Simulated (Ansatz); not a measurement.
# CrCuO$_{2}$ in the chalcopyrite structure (space group I-42d, No. 122; ferromagnetic; a hypothetical phase, not in the database extracts checked)

```cif
data_Cr2Cu2O4
_chemical_formula_sum 'Cu2 Cr2 O4'
_space_group_name_H-M_alt 'P 1'
_space_group_IT_number 1
_cell_length_a 5.63273
_cell_length_b 5.63273
_cell_length_c 5.63273
_cell_angle_alpha 134.152
_cell_angle_beta 134.152
_cell_angle_gamma 66.851
loop_
_space_group_symop_operation_xyz
  'x, y, z'
loop_
_atom_site_label
_atom_site_type_symbol
_atom_site_fract_x
_atom_site_fract_y
_atom_site_fract_z
_atom_site_occupancy
Cu1 Cu 0.00000 0.00000 0.00000 1
Cu2 Cu 0.75000 0.25000 0.50000 1
Cr1 Cr 0.50000 0.50000 0.00000 1
Cr2 Cr 0.25000 0.75000 0.50000 1
O1 O 0.37500 0.40295 0.52795 1
O2 O 0.87500 0.84705 0.47205 1
O3 O 0.15295 0.62500 0.02795 1
O4 O 0.59705 0.12500 0.97205 1
```

Method: Ansatz (a quantum-chemistry and plane-wave program) PBEsol, scalar-relativistic without spin-orbit coupling. Γ-centred 14×14×14 mesh, Fermi–Dirac width 0.05 eV.

```yaml
volume_per_atom: 11.31 Å³
density: 5.41 g/cm³
band_gap: zero
magnetic_state: ferromagnetic
total_energy: -2764.681 eV/atom (σ→0; compares only within this code and set-up)
```

Whether these cells are dynamically stable was not tested. No Hubbard U is applied and the magnetic state is the run's own (CrCuO2 ferromagnetic); small cells can't hold the antiferromagnetic order that many such compounds have, so gaps and moments can be off.
